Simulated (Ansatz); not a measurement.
The starting structures come from a database of crystals and need not be the phases stable at ambient conditions.

 Where the default PAW files enter, the runs use the earlier of Ansatz's two default sets.

Input:

```
CELL_PARAMETERS angstrom
      4.50617     0.00000     0.00000
      0.00000     6.34882     0.00000
      0.00000     0.00000     4.50617
ATOMIC_POSITIONS crystal
  Al 0.00000 0.00000 0.00000
  In 0.50000 0.50000 0.50000
  Sb 0.50000 0.76663 0.00000
  Sb 0.00000 0.23337 0.50000
```

Space group of this cell: P-4m2. The cell is taken as given.

The numbers are results of r2SCAN (plane waves, PAW; Ansatz, a first-principles code), not measurements.

The current runs along the normal of the first two printed vectors; no spin-orbit coupling. Scaled by the factor s: the length along the current (ions clamped). Meshes 8×6×8 and 8×6 across the current in all rows.

| s | mean pressure (GPa) | band gap (eV) |
|---|---|---|
| 0.97 | 1.6 | ? |
| 1.00 | -0.1 | 0.94 |
| 1.03 | -1.4 | 0.71 |

**Question.** Take the slope of the band gap against ln s from the two given rows, extrapolate to s = 0.97, and say what the run there gives.

**Answer.** Slope = (0.71 − 0.94) / ln 1.03 = -7.78 eV. The line gives 0.94 + (-7.78) × ln 0.97 = 1.18 eV. The run gives 0.89 eV, 0.29 eV under the line, 121 % of the predicted step.
